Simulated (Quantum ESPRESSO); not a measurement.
Band structure of Si5Mo10P (I422, 16 atoms in the cell).

```yaml
crystal:
  lattice:
    - [4.83040, -4.83040, 2.46468]
    - [4.83040, 4.83040, 2.46468]
    - [-4.83040, -4.83040, 2.46468]
  atoms:
    - { symbol: Si, position: [0.16484, 0.91758, 0.41758] }
    - { symbol: Si, position: [0.50000, 0.08242, 0.91758] }
    - { symbol: Si, position: [0.83516, 0.58242, 0.08242] }
    - { symbol: Si, position: [0.50000, 0.41758, 0.58242] }
    - { symbol: Si, position: [0.00000, 0.50000, 0.50000] }
    - { symbol: Mo, position: [0.70081, 0.47166, 0.32409] }
    - { symbol: Mo, position: [0.85243, 0.17247, 0.47166] }
    - { symbol: Mo, position: [0.29919, 0.02490, 0.17247] }
    - { symbol: Mo, position: [0.14757, 0.32409, 0.02490] }
    - { symbol: Mo, position: [0.85243, 0.97510, 0.67591] }
    - { symbol: Mo, position: [0.29919, 0.67591, 0.52834] }
    - { symbol: Mo, position: [0.14757, 0.52834, 0.82753] }
    - { symbol: Mo, position: [0.70081, 0.82753, 0.97510] }
    - { symbol: Mo, position: [0.50000, 0.50000, 0.00000] }
    - { symbol: Mo, position: [0.50000, 0.00000, 0.50000] }
    - { symbol: P, position: [0.00000, 0.00000, 0.00000] }
```

Computed with LDA (PZ), GBRV 1.5 ultrasoft (LDA) pseudopotentials (plane waves; Quantum ESPRESSO).

Settings: ecutwfc = 40 Ry; ecutrho = 320 Ry; occupations = smearing; smearing = fd; degauss = 0.0073499 Ry; potentials = {Si: si_lda_v1.uspp.F.UPF, Mo: mo_lda_v1.uspp.F.UPF, P: p_lda_v1.5.uspp.F.UPF}; K_POINTS = automatic 3 3 3 0 0 0; conv_thr = 1e-10 Ry; mixing_beta = 0.5.

The starting cell comes from a database of computed structures (which also holds hypothetical and non-ambient phases and stackings), without a prior relaxation at this level. Spin polarisation is off; with an odd number of electrons in the cell that forces a metal, and a magnetic state may lie lower.

Levels in eV from the Fermi level, bands 79 to 86:
```csv
point,79,80,81,82,83,84,85,86
Γ,-0.23,-0.23,0.20,0.34,0.45,0.45,0.67,0.82
X,-0.65,-0.54,-0.47,-0.28,0.14,0.15,0.24,0.80
M,-0.91,-0.89,-0.89,-0.32,0.15,0.15,0.19,0.28
Z,-0.75,-0.64,-0.49,-0.04,0.07,0.07,0.40,0.40
P,-1.05,-1.05,-0.65,-0.65,-0.36,-0.33,0.16,0.24
N,-0.97,-0.95,-0.51,-0.48,0.06,0.06,0.24,0.28
Z1,-0.75,-0.64,-0.49,-0.04,0.07,0.07,0.40,0.40
```

Bands cross the Fermi level along this path, so the cell is metallic at this level.
